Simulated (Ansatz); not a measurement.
The parent structure is GaP in the zinc blende structure (space group F-43m, No. 216; a = 5.451 Å).

Method: r2SCAN, PAW, 500 eV (Ansatz, a first-principles code; no spin-orbit coupling).

Before the change:

| Property | Result |
|---|---|
| Width of the top valence band | 3.54 eV |
| Band gap | 1.85 eV |
| Gap character | indirect, Γ → Γ–X (87 % along) |

The change: the cell is scaled by 1.0300 in all directions, atoms relaxed at fixed cell.

**Question.** What does the calculation give for the width of the top valence band, band gap and gap character after the change?

**Answer.** The width of the top valence band falls by 0.41 eV to 3.13 eV; the band gap shrinks by 0.254 eV, from 1.85 eV to 1.59 eV; the gap character goes from indirect, Γ → Γ–X (87 % along) to direct at Γ.

The cells carry an imposed strain or load. Gaps are Kohn–Sham eigenvalue differences; semilocal functionals usually give less than the measured gap. Whether these cells are dynamically stable was not tested.
